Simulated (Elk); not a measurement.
A self-consistent single point of Mo (Im-3m, 1 atom in the cell) with Elk.

Computed with LDA (PW92), all-electron FP-LAPW, Elk's shipped species files, APW+lo basis with extra local orbitals (Elk).

The change in words: lattice scaled by 0.98; ngridk: 9 9 9 → 10 10 10. Reference geometry:
```
CELL_PARAMETERS angstrom
     -1.56713     1.56713     1.56713
      1.56713    -1.56713     1.56713
      1.56713     1.56713    -1.56713
ATOMIC_POSITIONS crystal
  Mo 0.00000 0.00000 0.00000
```

Reference input (self-consistent single point, DFT, LDA (PW92), all-electron FP-LAPW, Elk's shipped species files, APW+lo basis with extra local orbitals): rgkmax = 7.5; swidth = 0.00367493 Ha; ngridk = 9 9 9; gmaxvr = 14 1/bohr; nxlo = 2; lorbcnd = true; lmaxi = 3; maxscl = 100. This run's input differs from it in these lines:

```diff
@@ -25,5 +25,5 @@
 avec
-   -2.9614370531    2.9614370531    2.9614370531
-    2.9614370531   -2.9614370531    2.9614370531
-    2.9614370531    2.9614370531   -2.9614370531
+   -2.9022073671    2.9022073671    2.9022073671
+    2.9022073671   -2.9022073671    2.9022073671
+    2.9022073671    2.9022073671   -2.9022073671
 
@@ -39,3 +39,3 @@
 ngridk
-  9 9 9
+  10 10 10
```

The program printed (abridged):

```
│ Self-consistent loop started │
│ Loop number : 1 │
 total energy                :     -4045.33790401
│ Loop number : 2 │
 total energy                :     -4045.42750973
RMS change in Kohn-Sham potential (target) :   0.7268643239E-01 (  0.1000000000E-05)
Absolute change in total energy (target)   :   0.8960571944E-01 (  0.1000000000E-03)
│ Loop number : 3 │
 total energy                :     -4045.70392630
RMS change in Kohn-Sham potential (target) :   0.6352345465E-01 (  0.1000000000E-05)
Absolute change in total energy (target)   :   0.2988180052     (  0.1000000000E-03)
│ Loop number : 4 │
   [... lines left out ...]
Absolute change in total energy (target)   :   0.2942835986E-02 (  0.1000000000E-03)
│ Loop number : 11 │
 total energy                :     -4045.43447156
RMS change in Kohn-Sham potential (target) :   0.2275023448E-05 (  0.1000000000E-05)
Absolute change in total energy (target)   :   0.2820067243E-03 (  0.1000000000E-03)
│ Loop number : 12 │
 total energy                :     -4045.43452038
RMS change in Kohn-Sham potential (target) :   0.9794324406E-06 (  0.1000000000E-05)
Absolute change in total energy (target)   :   0.2167784214E-04 (  0.1000000000E-03)
Convergence targets achieved

│ Loop number : 13 │

Energies :
 Fermi                       :     0.524915031337
 total energy                :     -4045.43455106

Density of states at Fermi energy :    21.24480171
 (states/Hartree/unit cell)

Estimated indirect band gap :   0.5768331606E-03
 from k-point     41 to k-point     34
Estimated direct band gap   :   0.3709780984E-01
 at k-point      7

Charges :
 core                        :    28.00000000
 valence                     :    14.00000000
 interstitial                :    1.521594489
 muffin-tins (core leakage)
  species :    1 (Mo)
   atom    1                 :    40.47840551     (  0.7631821006E-06)
 total in muffin-tins        :    40.47840551
 total calculated charge     :    42.00404013
 total charge                :    42.00000000
 error                       :   0.4040128040E-02

│ Self-consistent loop stopped │
```

The run converged in 13 iterations. The count includes the last loop, which Elk runs after its targets are met. 

The starting cell has typed, rounded lattice constants, without a prior relaxation at this level. Its lattice was rescaled by up to half a per cent. For this run, on top of that: lattice scaled by 0.98. Spin polarisation is off. Values depend on the basis (sphere radii, cutoffs, local orbitals), which need not be converged. The log's line on a gap gives a spacing of levels on this mesh, which the program prints for metals too.
